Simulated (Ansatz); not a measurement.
Ce on the Al site (Ce_Al) in metastable zinc-blende AlN: one set of geometries, relaxed with PBE, evaluated in Ansatz (PAW, plane waves to 420 eV, 500 eV under r2SCAN) with PBE, r2SCAN.

Set-up: 64-site cell; 2×2×2 shifted k-points; start: the Al site; charged states image-corrected; no Hubbard U; finite-size errors of tenths of an eV; flagged in the runs: a doubtful potential alignment, a strain field that reaches the edge of the cell.

```json
[
 {"quantity": "host gap (eV)", "PBE": "3.31", "r2SCAN": "…"},
 {"quantity": "ε(+1/0) above the VBM (eV)", "PBE": "2.28", "r2SCAN": "…"},
 {"quantity": "neutral formation energy against fcc Al, fcc Ce (eV)", "PBE": "3.18", "r2SCAN": "…"},
 {"quantity": "largest moment on one atom at charge 0 (μB)", "PBE": "0.66", "r2SCAN": "…"}
]
```

Task: Given the lower rungs, what does r2SCAN give?

Result: 
- host gap (eV), r2SCAN: 3.92
- ε(+1/0) above the VBM (eV), r2SCAN: 2.41
- neutral formation energy against fcc Al, fcc Ce (eV), r2SCAN: 2.94
- largest moment on one atom at charge 0 (μB), r2SCAN: 0.72

Ansatz is an electronic-structure program.
